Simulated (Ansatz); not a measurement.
For Sn (model structure, started from the Si type, R-3, No. 148, 8 atoms in the cell), PBE in Ansatz (plane waves, PAW) gives:

- equilibrium lattice constant a: 11.506 Å
- c axis length: 6.734 Å
- cohesive energy: 3.09 eV/atom

What does r²SCAN (plane waves, PAW; Ansatz, an electronic-structure program) give for the same quantities?


- lattice constant a: 11.384 Å (drops by 1.1 %)
- lattice parameter c: 6.728 Å (falls by 0.1 %)
- cohesive energy: 3.16 eV/atom (increases by 0.07 eV/atom)

Changes are worked out from the printed values.

Unless a cell is named, each level is at its own relaxed cell (PBE 32.17, r²SCAN 31.47 Å³/atom).

Levels without +SOC leave out spin–orbit coupling, which shifts energies and cells of such heavy elements.

Ansatz's density-functional and Hartree–Fock values are scalar-relativistic unless marked +SOC, with PAW data made under PBE.

A model structure was made by putting elements into a prototype or built by hand; it is no filed structure, need not be a known phase, and can be a saddle point held by its symmetry.
